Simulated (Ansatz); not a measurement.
The starting structures come from a database of crystals and need not be the phases stable at ambient conditions.

**Evanescent states of CdBr2 (R-3m, not sure to be the ambient phase, 3 atoms a cell, 29.1 Å³ an atom) along the normal of (110)**

These are r2SCAN (plane waves, PAW; Ansatz, an electronic-structure program) values and carry that method's errors.

No gap correction and no spin-orbit coupling; mid-gap values are interpolated between computed energies.

Energies count from the valence-band top; κ is the least over a 6×6 mesh across the current.

```
E (eV)  κ (1/Å)  where
------  -------  -----
0.09      0.127  off Γ
0.26      0.179  off Γ
0.42      0.210  off Γ
0.59      0.233  off Γ
0.77      0.251  off Γ
0.94      0.259      Γ
1.10      0.262      Γ
1.27      0.264      Γ
1.45      0.264      Γ
1.61      0.262      Γ
1.78      0.259      Γ
1.96      0.253      Γ
2.12      0.246      Γ
2.29      0.236      Γ
2.46      0.224      Γ
2.63      0.208      Γ
2.81      0.189      Γ
2.98      0.164      Γ
3.15      0.129      Γ
3.31      0.074      Γ
```

Question: How thick must the barrier be to attenuate the transmission by 10^6 when the electrodes' Fermi level lies at 3.31 eV, and what attenuation does that film give at 1.61 eV?

Answer: d = 6 ln 10 / (2 × 0.074) = 93.3 Å. At 1.61 eV it gives 6 × 0.262/0.074 = 21.2 decades.
